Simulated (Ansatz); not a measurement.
Zn2SeS (P-4m2, No. 115, 4 atoms in the cell; start mp-1215430), treated with HSE06 (PAW; Ansatz, a quantum-chemistry and plane-wave program).

Run with plane-wave cutoff 500 eV, 6×6×4 k mesh (along the axes of the cell as run), gaussian smearing 0.02 eV, scalar-relativistic PAW data made under PBE.

Cell (relaxed at this level):

```
Zn2SSe
1.0
    3.93421     0.00000     0.00000
    0.00000     3.93421     0.00000
    0.00000     0.00000     5.55902
Zn Se S
2 1 1
Direct
  0.50000   0.00000   0.76262
  0.00000   0.50000   0.23738
  0.00000   0.00000   0.50000
  0.50000   0.50000   0.00000
```

### Question
Estimate the band gap that the calculation returns.

### Answer

- band gap: 2.68 eV (on the SCF k mesh)

Note: the relaxation could not lower the start's symmetry, so the cell can be a saddle point above a distorted one.

Spin–orbit coupling is not included.

Computing time: roughly 14 core-minutes.

A start named mp-… is a Materials Project structure, which need not be a measured phase.
